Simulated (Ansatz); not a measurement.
The parent structure is SiC (space group P6_3mc, No. 186; a = 3.094 Å, c = 10.129 Å).

Perturbation: cell and atoms relaxed at a pressure of 30 GPa.

All numbers come from Ansatz (a program for electronic structure), PBE, PAW, cutoff 420 eV, no spin-orbit coupling.

Base, band edges from the VBM (valence, conduction): K -1.66, 3.97; H -2.42, 3.24; M -1.12, 2.22; L -1.54, 2.63; A -0.21, 5.16; Γ 0.00, 4.96 eV.

### Question
Give the band edges at the high-symmetry points of the new zone, measured from its valence-band maximum.

### Answer
| point | valence edge (eV) | conduction edge (eV) |
|---|---|---|
| Γ | 0.00 | 5.95 |
| M | -1.14 | 2.24 |
| K | -1.70 | 4.01 |
| A | -0.21 | 6.16 |
| L | -1.61 | 2.70 |
| H | -2.59 | 3.27 |

The gap is 2.24 eV, indirect, Γ → M.

Load acts through the strain it causes; cell and atoms are relaxed under it. Whether these cells are dynamically stable was not tested. No other phases were tried under pressure.
